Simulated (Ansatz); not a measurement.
Where the default PAW files enter, the runs use the earlier of Ansatz's two default sets.

Inside the gap of an insulator the Bloch states are evanescent, with a wavenumber k + iκ along the transport direction.

Data:

```yaml
crystal:
  lattice:
    - [3.23735, 0.00000, 0.00000]
    - [0.00000, 5.22206, 0.00000]
    - [1.61868, 0.00000, 2.80363]
  atoms:
    - { symbol: Zn, position: [0.66667, 0.49941, 0.66667] }
    - { symbol: Zn, position: [0.33333, 0.99941, 0.33333] }
    - { symbol: O, position: [0.66667, 0.12028, 0.66667] }
    - { symbol: O, position: [0.33333, 0.62028, 0.33333] }
```

Space group of this cell: P6_3mc, wurtzite. The cell is taken as given; by PBEsol its mean pressure is -0.7 GPa.

Transport runs along the normal of the first two printed cell vectors, the (100) plane of the conventional cell.

No gap correction and no spin-orbit coupling; mid-gap values are interpolated between computed energies.

Q: State the band gap and the smallest decay constant κ at mid-gap according to PBEsol (Ansatz, an electronic-structure program).

A: Gap 0.69 eV on a 10×6×10 mesh; κ = 0.078 1/Å, at the zone centre.
